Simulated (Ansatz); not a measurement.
Consider TiO2 in the rutile structure (space group P4_2/mnm, No. 136; a = 4.5912 Å, c = 2.9390 Å).

Computed with DFT with PBEsol, PAW potentials and a 420 eV plane-wave cutoff in Ansatz (an electronic-structure program), scalar-relativistic without spin-orbit coupling.

One change was made to it. Results:

```csv
quantity,base,after
density,4.28 g/cm³,4.44 g/cm³
width of the top valence band,1.65 eV,1.71 eV
gap character,direct at Γ,direct at Γ
electron mass,"0.54 mₑ along c, 1.1 mₑ across (at Γ)","0.52 mₑ along c, 1.1 mₑ across (at Γ)"
```

Task: What was done to the base?
(A) pressure 9 GPa
(B) pressure 0.9 GPa
(C) pressure −2 GPa
(D) pressure 4.5 GPa

Result: A, pressure 9 GPa. For comparison, the electron mass in the other runs: pressure −2 GPa gives 0.54 mₑ along c, 1.1 mₑ across (at Γ); pressure 4.5 GPa gives 0.53 mₑ along c, 1.1 mₑ across (at Γ); pressure 0.9 GPa gives 0.54 mₑ along c, 1.1 mₑ across (at Γ).

Load acts through the strain it causes; cell and atoms are relaxed under it. Effective masses come from finite differences of ±0.01 Å⁻¹. Whether these cells are dynamically stable was not tested. Competing high-pressure phases were not computed. All final runs are without spin polarisation.
